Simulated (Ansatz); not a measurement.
**GeRh (model structure, started from the CrB type, Cmcm, No. 63, 4 atoms in the cell): properties by level of theory**

| level (code) | volume per atom (Å³/atom) | formation enthalpy (eV/atom) |
|---|---|---|
| PBE (Ansatz) | 15.10 | ? |
| PBEsol (Ansatz) | 14.48 | -0.403 |
| PBE-D3(BJ) (Ansatz) | 14.59 | -0.407 |

**Question.** Some entries are withheld; supply them.

**Answer.** 
- PBE (Ansatz, a program for electronic structure), formation enthalpy (eV/atom): -0.351

Ansatz's density-functional and Hartree–Fock values are scalar-relativistic unless marked +SOC, with PAW data made under PBE.

Computed values are for the static lattice.

A model structure was made by putting elements into a prototype or built by hand; it is no filed structure, need not be a known phase, and can be a saddle point held by its symmetry.
